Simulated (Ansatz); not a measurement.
# Pressure series in CdS

Take CdS in the wurtzite structure (space group P6_3mc, No. 186; a = 4.164 Å, c = 6.767 Å) as the base.

Cell and atoms are relaxed at each pressure.

The values are results of Kohn–Sham DFT with the r2SCAN functional, run in Ansatz (a program for electronic structure) with PAW and 500 eV plane waves, spin-orbit coupling left out, not measurements.

```json
[
 {"pressure (GPa)": "-2", "band gap (eV)": "1.54"},
 {"pressure (GPa)": "-1", "band gap (eV)": "1.59"},
 {"pressure (GPa)": "0", "band gap (eV)": "1.63"},
 {"pressure (GPa)": "1.8", "band gap (eV)": "1.70"},
 {"pressure (GPa)": "4.2", "band gap (eV)": "1.78"},
 {"pressure (GPa)": "9", "band gap (eV)": "?"},
 {"pressure (GPa)": "18", "band gap (eV)": "2.02"}
]
```

Problem. Fit E_g = E₀ + αP + βP² to the rows shown and predict the withheld row.

Solution. Least squares on the printed values gives E₀ = 1.63 eV, α = 40.8 meV/GPa, β = -1.1 meV/GPa² (largest residual 0.00 eV); this predicts 1.91 eV, and the run gives 1.90 eV, in agreement.

Load acts through the strain it causes; cell and atoms are relaxed under it. No phonon test of stability was made. Measured, CdS leaves this structure (for rock salt) near 2.54 GPa (temperature not stated; as listed in Datta, Sujoy, Jana, Debnarayan, arXiv (2020)), on rising pressure, with hysteresis.
